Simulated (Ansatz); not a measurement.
BeIr₃ (model structure, started from the Cu3Au type, Pm-3m, No. 221, 4 atoms in the cell), treated with PBE (Ansatz, a program for electronic structure, plane waves, PAW).

Run with plane-wave cutoff 520 eV, 16×16×16 k mesh, Fermi–Dirac smearing 0.05 eV, no spin polarisation, scalar-relativistic PAW data made under PBE.

Cell (relaxed at this level):

```yaml
crystal:
  lattice:
    - [3.77740, 0.00000, 0.00000]
    - [0.00000, 3.77740, 0.00000]
    - [0.00000, 0.00000, 3.77740]
  atoms:
    - { symbol: Ir, position: [0.00000, 0.50000, 0.50000] }
    - { symbol: Ir, position: [0.50000, 0.50000, 0.00000] }
    - { symbol: Ir, position: [0.50000, 0.00000, 0.50000] }
    - { symbol: Be, position: [0.00000, 0.00000, 0.00000] }
```

### Question
What does this level give for the bulk modulus B0?

### Answer

- bulk modulus B0: 284 GPa

Note: the run has no spin polarisation, so it can have missed a magnetic state; the bulk modulus is −V dP/dV from two relaxed cells at ±2 % in volume; the relaxation could raise the start's symmetry but not lower it, so the cell can be a saddle point.

Spin–orbit coupling is not included.

Static lattice: no zero-point or thermal effects.

Cost on a shared machine: about 2.6 core-minutes (a rough figure).

A model structure was made by putting elements into a prototype or built by hand; it is no filed structure, need not be a known phase, and can be a saddle point held by its symmetry.
